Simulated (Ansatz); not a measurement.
System: Cu vacancy in cuprite (charge state -1). All values below come from PBE, PAW (plane waves to 420 eV; Ansatz, a program for electronic structure).

Cell of 48 host sites held at the relaxed PBE lattice; one k-point at (0.250, 0.250, 0.250); Fermi-Dirac width 0.05 eV, spin-restricted; finite-size errors left in. Energies are static. PBE gaps are too small, and in this host the defect's levels may merge with the bands. The charge state is imposed; whether it is stable for some Fermi level was not computed. Forms of the defect that were not tried may lie lower.

Barriers: single points on a 2×2×2 k-point mesh shifted by half a step at the bands' geometries.

The step: a nearby Cu atom hops onto the vacant site. Atoms about the jump, Cartesian Å from the middle of the jump, before and after:

| atom | x0 | y0 | z0 | x1 | y1 | z1 |
|---|---|---|---|---|---|---|
| Cu1 | -1.11 | -1.11 | 0.00 | 1.11 | 1.11 | 0.00 |
| O2 | 0.03 | 2.13 | -1.03 | 0.00 | 2.14 | -1.07 |
| O3 | 2.09 | 0.04 | 1.04 | 2.14 | 0.01 | 1.09 |
| O4 | -2.14 | 0.00 | 1.07 | -2.13 | -0.03 | 1.03 |
| O5 | -0.01 | -2.14 | -1.09 | -0.04 | -2.09 | -1.04 |
| Cu6 | -1.11 | 1.08 | 2.18 | -1.14 | 1.06 | 2.12 |
| Cu7 | 1.07 | -1.11 | -2.19 | 1.05 | -1.10 | -2.13 |
| Cu8 | 1.10 | -1.05 | 2.13 | 1.11 | -1.07 | 2.19 |
| Cu9 | -1.06 | 1.14 | -2.12 | -1.08 | 1.11 | -2.18 |

### Question
Where do these atoms stand at the saddle point, and how high is it?

### Answer

```json
[
 {"atom": "Cu1", "x": "0.22", "y": "0.27", "z": "0.00"},
 {"atom": "O2", "x": "-0.01", "y": "2.04", "z": "-0.99"},
 {"atom": "O3", "x": "2.01", "y": "0.01", "z": "0.96"},
 {"atom": "O4", "x": "-2.03", "y": "0.00", "z": "0.95"},
 {"atom": "O5", "x": "-0.02", "y": "-2.01", "z": "-0.94"},
 {"atom": "Cu6", "x": "-1.13", "y": "1.09", "z": "2.14"},
 {"atom": "Cu7", "x": "1.07", "y": "-1.11", "z": "-2.14"},
 {"atom": "Cu8", "x": "1.13", "y": "-1.09", "z": "2.17"},
 {"atom": "Cu9", "x": "-1.11", "y": "1.15", "z": "-2.19"}
]
```
It lies 0.48 eV above the start and 0.48 eV above the end. The saddle point's order was not checked, and it lies on a symmetry element of the cell, where a band can be held.
